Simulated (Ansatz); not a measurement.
# A constructed model of the (111) surface of fcc Ag, (√3x√3)R30° layer of C, one a cell, on the site that continues the host's stacking (bottom of the slab: a bare face, its two planes held)

Computed with PBE (plane waves to 420 eV, PAW; Ansatz, a program for electronic structure).

Set-up: 19 atoms, 13.6 Å thick at the start with caps and adatoms (thin: gaps and levels are the slab's own); mesh 9x9x1; 0.1 eV smearing; dipole correction on; 6 atoms held, the rest relaxed; symmetry of the start imposed; no spin, no spin-orbit, no U. It is one candidate, not shown to be the stable structure of the face.

```
Item                                                           Result
-----------------------------  --------------------------------------
work function of the top face                                 5.32 eV
energy released by relaxation                                 0.85 eV
cost                           about 10 core-minutes (a rough figure)
```
